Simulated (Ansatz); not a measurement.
The starting structures come from a database of crystals and need not be the phases stable at ambient conditions.

Tunnelling through a barrier is set by its complex band structure: the current falls as exp(−2κd) with the smallest κ.

Input:

```
CELL_PARAMETERS angstrom
      5.51960     0.00000     0.00000
      0.00000     5.58261     0.00000
      0.00000     2.27156     5.02479
ATOMIC_POSITIONS crystal
  Co 0.50188 0.21219 0.27179
  Co 0.49812 0.78781 0.72821
  Co 0.00188 0.28781 0.72821
  Co 0.99812 0.71219 0.27179
  P  0.12623 0.13237 0.15798
  P  0.87377 0.86763 0.84202
  P  0.62623 0.36763 0.84202
  P  0.37377 0.63237 0.15798
  P  0.62737 0.81823 0.33937
  P  0.37263 0.18177 0.66063
  P  0.12737 0.68177 0.66063
  P  0.87263 0.31823 0.33937
```

Space group of this cell: P2_1/c. The cell is taken as given.

Transport runs along the normal of the first two printed cell vectors.

No gap correction and no spin-orbit coupling; mid-gap values are interpolated between computed energies.

Problem. Predict the band gap and the smallest decay constant κ at mid-gap from Ansatz (a quantum-chemistry and plane-wave program) with r2SCAN.

Solution. Gap 0.56 eV on a 6×6×6 mesh; κ = 0.115 1/Å, at the zone centre.
